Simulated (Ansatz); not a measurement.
## Ge3N4, pressure series

Base system: Ge3N4 (space group P6_3/m, No. 176).

Ge$_{3}$N$_{4}$ has the hexagonal space group P6₃/m (No. 176), Pearson symbol hP14. Lattice parameters: a = b = 8.057 Å, c = 3.085 Å, α = β = 90.00°, γ = 120.00°. Ge on 6h is surrounded by 4 N at 1.835–1.850 Å (tetrahedral). N1 on 2c is coordinated by 3 Ge at 1.835 Å (trigonal planar). N2 on 6h sees 3 Ge at 1.840–1.850 Å (trigonal planar). (Neighbours: up to the widest gap in distance over summed covalent radii, below 1.35, at either atom.)

Cell and atoms are relaxed at each pressure.

Method: PBEsol (Ansatz, an electronic-structure program; PAW; 420 eV plane waves; scalar-relativistic without spin-orbit coupling).

| variant | electron mass | band gap | shortest interatomic distance |
|---|---|---|---|
| base | 0.22 mₑ along c, 0.26 mₑ across (at Γ) | 2.09 eV | 1.835 Å |
| pressure −2 GPa | 0.22 mₑ along c, 0.25 mₑ across (at Γ) | 1.97 eV | 1.841 Å |
| pressure −1 GPa | 0.22 mₑ along c, 0.26 mₑ across (at Γ) | 2.03 eV | 1.838 Å |
| pressure 0.3 GPa | 0.22 mₑ along c, 0.26 mₑ across (at Γ) | 2.10 eV | 1.834 Å |
| pressure 0.7 GPa | 0.22 mₑ along c, 0.26 mₑ across (at Γ) | 2.13 eV | 1.833 Å |
| pressure 1.5 GPa | 0.23 mₑ along c, 0.27 mₑ across (at Γ) | 2.17 eV | 1.830 Å |
| pressure 3 GPa | 0.23 mₑ along c, 0.27 mₑ across (at Γ) | 2.25 eV | 1.826 Å |
| pressure 5 GPa | 0.23 mₑ along c, 0.28 mₑ across (at Γ) | 2.36 eV | 1.821 Å |
| pressure 10 GPa | 0.24 mₑ along c, 0.29 mₑ across (at Γ) | 2.60 eV | 1.808 Å |

Load acts through the strain it causes; cell and atoms are relaxed under it. Effective masses come from finite differences of ±0.01 Å⁻¹. Stability against distortions was not tested. No other phases were tried under pressure.
